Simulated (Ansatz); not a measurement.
Here is the system:

```yaml
crystal:
  lattice:
    - [3.15855, 0.00000, 0.00000]
    - [-1.57927, 2.73538, 0.00000]
    - [0.00000, 0.00000, 5.14653]
  atoms:
    - { symbol: Ga, position: [0.33333, 0.66667, 0.00023] }
    - { symbol: Ga, position: [0.66667, 0.33333, 0.50023] }
    - { symbol: N, position: [0.33333, 0.66667, 0.37677] }
    - { symbol: N, position: [0.66667, 0.33333, 0.87677] }
```

No spin polarisation.

Level of theory: PBEsol, PAW, 420 eV (Ansatz, a first-principles code; no spin-orbit coupling). Settings: 12×12×7 k-points, 0.05 eV Fermi–Dirac smearing.

Question: What band gap does the calculation give?

Answer: 2.02 eV.

Question: What valence-band top at Γ (three highest levels, from the VBM) does the calculation give?

Answer: 0.00, 0.00, -0.05 eV.

Load acts through the strain it causes; cell and atoms are relaxed under it. Whether these cells are dynamically stable was not tested. Tetrahedral semiconductors of this kind turn to denser phases somewhere between about 1 and 50 GPa; those were not computed, so compressed cells here can lie past the real transition. The cell was made from GaN in the wurtzite structure (space group P6_3mc, No. 186) by this change: pressure 4.5 GPa.
